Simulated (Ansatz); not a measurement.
Consider the following.

```xyz
3
Lattice="0.0000 3.1627 3.1627 3.1627 0.0000 3.1627 3.1627 3.1627 0.0000" Properties=species:S:1:pos:R:3 pbc="T T T"
Mg     1.5814     1.5814     1.5814
Mg     4.7441     4.7441     4.7441
Si     0.0000     0.0000     0.0000
```

Calculation: HSE06, rigid bands (plane waves, PAW, scalar-relativistic; Ansatz, an electronic-structure program). How the cell was made: cell and atoms relaxed with PBEsol.

Problem. Predict the hole conductivity mass (n e² τ/σ) at 300 K, by direction if it differs.

Solution. 0.37 mₑ.

Problem. Predict the electron conductivity mass (n e² τ/σ) at 300 K, by direction if it differs.

Solution. 0.27 mₑ.

Problem. And the band gap?

Solution. 0.56 eV at this level.

Rigid bands, one relaxation time for all states, no polarons. Spin-orbit coupling is left out; where it splits the top of the valence band it changes the hole mass and lowers the gap by about a third of the splitting. Geometry: cell and atoms relaxed with PBEsol.
